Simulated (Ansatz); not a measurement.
Base system: Te (space group P3_121, No. 152; a = 4.6241 Å, c = 5.9034 Å; made of chains). Axes: x lies along a and z along c of the hexagonal cell.

Calculations: r2SCAN (Ansatz, an electronic-structure program, PAW, spin-orbit coupling left out).

Before the change:

The electron mass comes out as 0.089 mₑ along c, 0.11 mₑ across (at H) and the pressure is 0.00 GPa. The width of the top valence band is 2.25 eV.

Modification: tensile biaxial strain of 0.61 % in the plane normal to [001], as in epitaxy on a mismatched substrate; the out-of-plane cell vector and the atoms relax.

What happens to the electron mass, pressure and width of the top valence band?

The electron mass becomes 0.093 mₑ out of plane, 0.13 mₑ in plane (at H) (base: 0.089 mₑ along c, 0.11 mₑ across (at H)); the pressure (mean of the normal stresses, compression positive) goes from zero to -0.07 GPa; the width of the top valence band shrinks by 0.066 eV (2.25 eV → 2.19 eV).

Spin-orbit coupling, missing from the scalar runs, can matter with Te. The levels and masses belong to the bands next to the band gap. Effective masses come from finite differences of ±0.01 Å⁻¹. No phonon test of stability was made. No dispersion term is included, though the crystal is made of layers, chains or molecules, so its spacings can come out too wide.
